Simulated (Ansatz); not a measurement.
Input and output of a zone-centre phonon calculation for Mg (P6_3/mmc, 2 atoms in the cell) (Ansatz, a program for electronic structure).

Level of theory: LDA (PW92), PAW files made with PBE (plane waves; Ansatz).

```
Mg
1.0
    1.60018    -2.77160     0.00000
    1.60018     2.77160     0.00000
    0.00000     0.00000     5.19437
Mg
2
Direct
  0.33333   0.66667   0.25000
  0.66667   0.33333   0.75000
```

Reference input (self-consistent single point, DFT, LDA (PW92), plane waves, PAW files made with PBE): basis.ecutwfc = 420 eV; kpoints.mp_grid.grid = 12 12 7; hamiltonian.xc = lda; hamiltonian.pseudopotentials = {kind: paw} (the program's default PAW files); scf.occupations.method = fermi_dirac; scf.occupations.width = 0.1 eV. This run's input differs from it in these lines:

Ansatz 0.2 input:
```diff
@@ -12,3 +12,3 @@
 kpoints:
-  mp_grid: { grid: [12, 12, 7] }
+  mp_grid: { grid: [7, 7, 4] }
 hamiltonian:
@@ -18,6 +18,4 @@
   occupations: { method: fermi_dirac, width: 0.1 }
-output:
-  forces: true
-  eigenvalues: true
-  stress: true
+phonons:
+  method: dfpt
```

Output (repeated stretches shortened):

```
SCF iter   1: F=—  HF=-3803.270407 eV  |F-HF|=—  |Δ(HF+E_count)|=         —  Δρ=1.40e-2  dr2=1.04e-1  ethr=3.10e-3  ⟨swp⟩=5.2  Hψ=3517  notcnv=0
all-band conjugate gradients solve this SCF's bands
preconditioner: auto → none
SCF iter   2: F=—  HF=-3803.230216 eV  |F-HF|=—  |Δ(HF+E_count)|=   4.02e-2  Δρ=5.48e-3  dr2=1.85e-2  ethr=5.22e-4  ⟨swp⟩=2.6  Hψ=1444  notcnv=0
SCF iter   3: F=—  HF=-3803.224087 eV  |F-HF|=—  |Δ(HF+E_count)|=   6.13e-3  Δρ=6.33e-4  dr2=2.24e-4  ethr=9.23e-5  ⟨swp⟩=1.5  Hψ=707  notcnv=0
SCF iter   4: F=—  HF=-3803.224043 eV  |F-HF|=—  |Δ(HF+E_count)|=   4.36e-5  Δρ=4.23e-5  dr2=4.53e-7  ethr=1.12e-6  ⟨swp⟩=1.1  Hψ=675  notcnv=0
SCF iter   5: F=—  HF=-3803.224041 eV  |F-HF|=—  |Δ(HF+E_count)|=   1.67e-6  Δρ=2.20e-6  dr2=2.74e-9  ethr=2.26e-9  ⟨swp⟩=3.0  Hψ=1237  notcnv=0
SCF iter   6: F=-3803.224041 eV  HF=-3803.224041 eV  |F-HF|=2.73e-12  |Δ(HF+E_count)|=  9.87e-10  Δρ=1.75e-7  dr2=5.77e-12  ethr=1.00e-12  ⟨swp⟩=4.8  Hψ=3686  notcnv=0
SCF 1 converged in 6 iterations: F = -3803.224041 eV  dr2 = 5.77e-12
DFPT response loops at Γ: preconditioner auto → Kerker (q_TF=auto, 2.374 Å⁻¹) (partly filled bands, converged f_vac=0.000) …
Free energy (F): -3803.224041 eV
Internal energy: -3803.198774 eV  (E = F + TS)
E sigma→0 (E₀):  -3803.211408 eV
Entropy (-TS):   -0.025267 eV (-12.634 meV/atom)
Fermi energy:    5.387333 eV
--- Phonons (Γ-DFPT): 2 representative perturbations + reference, on 48 of 196 k-points (Σ response iterations 6) ---
  k mesh reduced under 4 symmetry operations, with k and −k counted as one. Each operation leaves every solved displacement unchanged or reverses it
  ASR residual: 9.283e-5 → 0.000e0 eV/Å²; symmetrization residual: 6.674e-13 eV/Å²
  ASR residual per site (eV/Å²): 9.28e-5 9.28e-5
  Γ frequencies (cm⁻¹): 0.00 0.00 0.00 116.46 116.46 253.54
  non-analytic LO–TO correction: not included (Born effective charges unavailable; polar crystals: no LO–TO splitting at Γ)
```

The run converged in 6 iterations. 

Summary of the result:
| Quantity | Result |
|---|---|
| Free energy E − TS (on the zero of these files) | -3803.2240 eV |
| Fermi level (on the code's own zero) | 5.39 eV |
| Zone-centre frequencies (cm⁻¹; negative means imaginary) | 0, 0, 0, 116, 116, 254 |

The starting cell has typed, rounded lattice constants, without a prior relaxation at this level. Its lattice was rescaled by up to half a per cent.
